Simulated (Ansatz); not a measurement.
For Sb (within 0.1 Å of Pm-3m, No. 221, 4 atoms in the cell; start mp-567409; another form than the element's usual one), LDA (plane waves, PAW; Ansatz, a quantum-chemistry and plane-wave program) gives:

- bulk modulus B0 = 65.7 GPa
- cohesive energy = 3.63 eV/atom

Problem. What does r²SCAN (Ansatz, PAW) give for the same quantities?

Solution. 
- bulk modulus: 60.5 GPa (decreases by 7.9 %)
- cohesive energy: 2.49 eV/atom (falls by 1.14 eV/atom)

Changes are worked out from the printed values.

Unless a cell is named, each level is at its own relaxed cell (LDA 28.12, r²SCAN 29.40 Å³/atom).

Levels without +SOC leave out spin–orbit coupling, which shifts energies and cells of such heavy elements.

Caveats: the bulk modulus is −V dP/dV from two relaxed cells at ±2 % in volume (LDA, r²SCAN); the relaxation could not lower the start's symmetry, so the cell can be a saddle point above a distorted one (LDA, r²SCAN). Ansatz's density-functional and Hartree–Fock values are scalar-relativistic unless marked +SOC, with PAW data made under PBE.

A start named mp-… is a Materials Project structure, which need not be a measured phase.
